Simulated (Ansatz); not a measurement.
# How the lattice parameter a of MoP (model structure, started from the FeSi type, P2₁3, No. 198, 8 atoms in the cell) moves with the method

No measured value is used here.

```
level (code)          value (Å)
-------------------  ----------
PBE (Ansatz)              4.847
PBEsol (Ansatz)           4.794
PBE-D3(BJ) (Ansatz)  (withheld)
```

Q: Fill in the missing entries.

A: 
- PBE-D3(BJ) (Ansatz, a program for electronic structure), value (Å): 4.784

Ansatz's density-functional and Hartree–Fock values are scalar-relativistic unless marked +SOC, with PAW data made under PBE.

A model structure was made by putting elements into a prototype or built by hand; it is no filed structure, need not be a known phase, and can be a saddle point held by its symmetry.
